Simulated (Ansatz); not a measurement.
## zincblende SiC (F-43m) under uniaxial stress along [110]

Cell and atoms are relaxed with r2SCAN to each stress (compression positive); bands and masses by r2SCAN with spin-orbit coupling, rigid bands (plane waves, PAW; Ansatz, a program for electronic structure). Strains are changes of length against the unloaded cell.

Space group F-43m (No. 216); a = 4.3563 Å, b = 4.3563 Å, c = 4.3563 Å, α = 90.00°, β = 90.00°, γ = 90.00°

```
atom  site  symmetry       x       y       z
----  ----  --------  ------  ------  ------
Si      4d      -43m  0.7500  0.7500  0.7500
C       4a      -43m  0.0000  0.0000  0.0000
```
(The calculation used a cell of 2 atoms; values per cell refer to that cell.)

```
stress (GPa)  strain [110] (%)  strain [1−10] (%)  strain [00−1] (%)  gap (eV)  mean mₑ*
------------  ----------------  -----------------  -----------------  --------  --------
-2.00                     0.41               0.03              -0.14     1.675      0.30
0                            0                  0                  0     1.711      0.30
1.00                     -0.20              -0.01               0.07     1.694      0.30
2.00                     -0.40              -0.03               0.14     1.673      0.30
```

[110] is the direction of the load. Masses are conductivity masses at 300 K in electron masses, harmonic means over x, y and z.

**Question.** From the two loads next to zero, find the Young modulus and the ratio of transverse to axial strain, taking [1−10].

**Answer.** Between -2.00 and 1.00 GPa the strain along [110] changes by -0.61 % and that along [1−10] by -0.04 %. The modulus is 3.00/0.0061 = 490 GPa and the ratio of the strains -0.07 (r2SCAN, atoms relaxed).

**Question.** How fast does the gap move on either side of zero load?

**Answer.** Under tension, (1.675 − 1.711) eV over -2.00 GPa = 18 meV/GPa, or about -8.8 eV per unit strain; under compression, (1.673 − 1.711) eV over 2.00 GPa = -19 meV/GPa, or about 9.5 eV per unit strain. The two slopes part by 37 meV/GPa; gaps are resolved to about 0.01 eV, which allows 10 meV/GPa, so they differ, even in sign: the gap has a turning point near zero load.

Masses are those of dilute carriers in rigid bands with one relaxation time, without polarons. Third decimals of gaps are kept for the arithmetic. Every relaxation keeps the zincblende phase (space group Imm2 under this load), so a transition, a distortion that breaks the symmetry or fracture can't show.
